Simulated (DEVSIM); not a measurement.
Device: Au/La2O3/SiO2/p-Si capacitor, at 300 K.

Layer 1 from the left is La2O3, thickness (nm) 11.0. Layer 2 from the left is SiO2, thickness (nm) 0.600. Layer 3 from the left is Si, thickness (nm) 520, Na (cm⁻³) 1.2e18.

Metal gate on the left, work function 5.1 eV. Fixed charge at the semiconductor interface -7.3e10 cm⁻² (in units of +e); no interface traps.

Constants are typed, rounded textbook-type inputs, not results; the design itself was drawn at random and stands for no fabricated device. Values at 300 K.

La2O3: gap (eV) 5.8, affinity (eV) 1.8, permittivity 27. SiO2: gap (eV) 9, affinity (eV) 0.9, permittivity 3.9. Si: gap (eV) 1.124, affinity (eV) 4.05, permittivity 11.7, Nc (cm⁻³) 2.86e19, Nv (cm⁻³) 3.1e19.

DEVSIM, 1D Poisson equation in equilibrium, Boltzmann statistics, complete ionisation; no quantum confinement or tunnelling. Metal contacts follow the ideal Schottky-Mott rule: no Fermi-level pinning, no interface dipoles.

Problem. What does the simulation give for the flat-band voltage, the minimum of the low-frequency capacitance?

Solution. flat-band voltage 0.02 V; minimum of the low-frequency capacitance 0.290 μF/cm².
